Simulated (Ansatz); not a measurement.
Functionals compared on NH3 on the 1x1 (110) surface of bcc W, one in a 2x2 cell, started at the site 'top W', in Ansatz (plane waves, PAW). The structure was relaxed with PBE; the other rows are single points on it, each with its references at the same level. Cutoff 420 eV (500 eV for r2SCAN).

Model: 20-atom slab, 6.6 Å thick at the start under the adsorbate (thin: gaps and levels are the slab's own), 6x6x1 mesh, Fermi-Dirac 0.1 eV, dipole correction, 8 atoms held, the rest relaxed; no symmetry held; no spin, no spin-orbit, no U, no dispersion correction. At the end it is bonded to W. In PBE it is, or lies within 0.03 eV of, the lowest of the starts that converged. These notes are the PBE run's. Adsorption energies are against NH3(g). A negative adsorption energy means that the adsorbate is more stable on the surface than in its reference.

| functional | adsorption energy (eV) | work function of the top face (eV) | change of the work function (eV) | rough cost of the single point |
|---|---|---|---|---|
| PBE | -0.86 | 2.60 | -2.22 | – |
| RPBE | (withheld) | (withheld) | (withheld) | roughly 4 core-minutes |
| r2SCAN | -0.98 | 2.54 | -2.35 | about 9 core-minutes (a rough figure) |

Question: Some entries are withheld; supply them.

Answer: 
- RPBE, adsorption energy (eV): -0.60
- RPBE, work function of the top face (eV): 2.51
- RPBE, change of the work function (eV): -2.17

Ansatz is a program for electronic structure.
